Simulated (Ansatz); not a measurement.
The parent structure is HfN in the rock salt structure (space group Fm-3m, No. 225; a = 4.526 Å; relaxed with 0.1 eV smearing).

Computed with Kohn–Sham DFT with the r2SCAN functional, run in Ansatz (an electronic-structure program) with PAW and 500 eV plane waves, no SOC.

Before the change:

| Item | Value |
|---|---|
| Pressure | 0.0 GPa |

Now apply this change: an isotropic linear strain of −0.50 %, atoms relaxed at fixed cell.

Q: What does the calculation give for the pressure and energy relative to the base after the change?

A: The pressure goes from zero to 4.4 GPa; the energy goes up by 2.3 meV/atom.

Stability against distortions was not tested. All final runs are without spin polarisation. An odd electron count without spin: HfN.
